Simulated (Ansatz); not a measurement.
## HgTe (model structure, started from the cinnabar type, P3₂21, No. 154, 6 atoms in the cell)

All values below come from PBEsol (Ansatz, a quantum-chemistry and plane-wave program, plane waves, PAW).

Numerical settings: plane-wave cutoff 500 eV, 12×12×4 k mesh (along the axes of the cell as run), Fermi–Dirac smearing 0.05 eV, scalar-relativistic PAW data made under PBE.

Cell (relaxed at this level):

Space group P3₂21 (No. 154); a = b = 4.5124 Å, c = 10.1549 Å, α = β = 90.00°, γ = 120.00°

```tsv
atom	site	symmetry	x	y	z
Hg	3a	.2.	0.3565	0.3565	0.0000
Te	3b	.2.	0.4588	0.4588	0.5000
```

```json
{
 "band_gap": "0.34 eV (on the SCF k mesh)"
}
```

Note: the relaxation could raise the start's symmetry but not lower it, so the cell can be a saddle point.

Spin–orbit coupling is not included; with these elements it can move the gap by several tenths of an eV or more.

The computed numbers hold no vibrational or temperature effects.

Cost on a shared machine: roughly 16 core-minutes.

A model structure was made by putting elements into a prototype or built by hand; it is no filed structure, need not be a known phase, and can be a saddle point held by its symmetry.
